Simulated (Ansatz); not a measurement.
Effect of biaxial strain +1.50 %, plane normal [001], relaxed out of plane on PbSe

The parent structure is PbSe in the rock salt structure (space group Fm-3m, No. 225; a = 6.102 Å). Axes: x, y, z lie along the cube axes.

It is then changed as follows: tensile biaxial strain of 1.50 % in the plane normal to [001], as in epitaxy on a mismatched substrate; the out-of-plane cell vector and the atoms relax.

The values are results of PBEsol (Ansatz, a quantum-chemistry and plane-wave program, PAW, scalar-relativistic without spin-orbit coupling), not measurements. k-mesh 9×9×9 (Γ-centred); smearing 0.05 eV (Fermi–Dirac).

* **Volume per atom**: 29.18 Å³ (base 28.39 Å³)
* **Space group**: I4/mmm (No. 139) (base Fm-3m (No. 225))
* **Shortest interatomic distance**: 3.043 Å (base 3.051 Å)
* **Energy relative to the base (free energy F)**: +5.5 meV/atom
* **Pressure (mean of the normal stresses, compression positive)**: -13.3 kbar (base 0.0 kbar)
* **Band gap**: 0.25 eV (base 0.17 eV)
* **Gap character**: direct at N
* **Valley order (the lowest conduction-band minima on the path, energy above the VBM, named in the base's zone)**: L along [1-1-1] 0.25 eV; a point along [1-10], about 0.6 Å⁻¹ from Γ 1.09 eV (base L along ⟨111⟩ 0.17 eV; a point along ⟨110⟩, about 0.6 Å⁻¹ from Γ 1.03 eV)
* **Out-of-plane strain**: -0.24 %
* **Ratio −ε⊥/ε∥**: 0.16
* **Mean in-plane stress (compression positive)**: -2.0 GPa

Final structure (turned so that z lies along the plane normal):

```yaml
crystal:
  lattice:
    - [4.37920, 0.00000, 0.00000]
    - [0.00000, 4.37920, 0.00000]
    - [2.18960, -2.18960, 3.04339]
  atoms:
    - { symbol: Pb, position: [0.00000, 0.00000, 0.00000] }
    - { symbol: Se, position: [0.50000, 0.50000, 0.00000] }
```

With Pb present, leaving out spin-orbit coupling can change the band edges. Whether these cells are dynamically stable was not tested. A zero or small gap of PbSe can be the functional's error rather than a property of the material. k-point labels follow each cell's own Brillouin zone.
